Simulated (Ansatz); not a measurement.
## Volume per atom of PdGe2 (model structure, started from the MoSi2 type, I4/mmm, No. 139, 3 atoms in the cell) at several levels of theory

No measured value is used here.

```json
[
 {"level (code)": "PBE (Ansatz)", "value (Å³/atom)": "17.20"},
 {"level (code)": "PBEsol (Ansatz)", "value (Å³/atom)": "16.38"},
 {"level (code)": "PBE-D3(BJ) (Ansatz)", "value (Å³/atom)": "…"}
]
```

Question: Complete the blanks.

Answer: 
- PBE-D3(BJ) (Ansatz, a first-principles code), value (Å³/atom): 16.49

Ansatz's density-functional and Hartree–Fock values are scalar-relativistic unless marked +SOC, with PAW data made under PBE.

A model structure was made by putting elements into a prototype or built by hand; it is no filed structure, need not be a known phase, and can be a saddle point held by its symmetry.
